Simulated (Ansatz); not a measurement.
## Al: energy against strain

Al (fcc, Fm-3m, 16.186 Å³/atom at rest) under an equal strain ε in the (111) plane with the normal axis free, as in a coherent film. PBEsol in Ansatz, a plane-wave DFT program (PAW, default set), 420 eV, 28×28×28 Γ-centred mesh, Fermi-Dirac smearing 0.10 eV; ions are relaxed within the symmetry of each cell.

Here s stands for strain and y for E less E0.

```csv
strain (%),E less E0 (meV/atom)
-2.50,?
-1.25,1.83
-0.83,0.76
-0.42,0.18
0.00,0.00
0.42,0.22
0.83,0.80
1.25,1.76
```

Fit y of the 7 rows that show it with a parabola. Least squares gives y = -0.005 - 0.0077·s + 1.1499·s². Residuals (row less fit): 0.029, -0.034, -0.021, 0.005, 0.025, 0.019, -0.022; standard error 0.031 (degrees of freedom: 4). Twice the quadratic coefficient over the volume, 2 × 1.1499 meV × 10⁴ × 0.1602 / 16.186 Å³, is twice the biaxial elastic modulus of this plane = 228 ± 4 GPa.

**Question.** Predict the withheld y at s = -2.50 from the fit, and compare with the calculation.

**Answer.** y = -0.005 - 0.0077 × (-2.50) + 1.1499 × (-2.50)² = 7.201 meV/atom. The calculation gives 8.64 meV/atom, 1.439 meV/atom above the prediction (16.7 % of the range of y in the table). The row lies outside the fitted rows, so this is an extrapolation. From the scatter of the fitted rows alone, a prediction at this place has a standard error of 0.120 meV/atom, so the miss is 12.0 times that.

One order more, fitted to all 13 runs of the series, follows each within 0.11, so the miss is the next term of a smooth law. In a metal these values are sensitive to mesh and smearing; energies are taken to zero smearing, stresses follow the free energy. Rows are the converged runs of the series near zero and its far end; series whose fitted rows scatter by over a few per cent of the range, as at a crossing or softening among them, aren't shown in this form. Most that stay on the fit to the last digits aren't either.
